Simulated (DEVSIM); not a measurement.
Structure: abrupt InP p-n junction, at 350 K.

```
layer (left to right)  material  thickness (μm)  Nd (cm⁻³)  Na (cm⁻³)  τn (s)  τp (s)
---------------------  --------  --------------  ---------  ---------  ------  ------
1                           InP            2.40          -     1.7e16  2.2e-9  2.2e-9
2                           InP            2.20     1.2e14          -  2.2e-9  2.2e-9
```

Left contact: ohmic. Right contact: ohmic. Voltage is applied to the left contact. Recombination: SRH at mid-gap, radiative, Auger. Mobility is constant in doping.

Constants are typed, rounded textbook-type inputs, not results; the design itself was drawn at random and stands for no fabricated device. Values at 300 K; Nc and Nv go as T^1.5, mobilities as T to minus their exponent, the gap by Varshni's rule with the affinity fixed.

```csv
parameter,InP
gap (eV),1.344
affinity (eV),4.38
permittivity,12.5
Nc (cm⁻³),5.7e17
Nv (cm⁻³),1.1e19
μn (cm²/Vs),5200
μp (cm²/Vs),170
T exponent of μn,2
T exponent of μp,2
B (cm³/s),1.2e-10
Cn (cm⁶/s),9e-31
Cp (cm⁶/s),9e-31
Varshni α (eV/K),0.000363
Varshni β (K),162
```

Model (solved in DEVSIM): 1D drift-diffusion, Boltzmann statistics, complete ionisation; no tunnelling, impact ionisation, image-force lowering or self-heating.

The temperature was swept, all else fixed.

```tsv
temperature (K)	largest field in the device at zero bias (V/cm)	dark forward voltage at 100 A/cm² (V)	potential step across the device at zero bias (V)	dark forward voltage at 1 A/cm² (V)
250	8300	1.113	1.050	0.947
300	8500	1.045	0.958	0.839
350	8700	0.980	0.863	0.729
400	8900	0.914	0.767	0.617
450	9200	0.850	0.668	0.503
500	9400	0.791	0.568	0.389
```

From the first row to the last the largest field in the device at zero bias goes from 8300 to 9400. From the first row to the last the dark forward voltage at 100 A/cm² goes from 1.113 to 0.791.
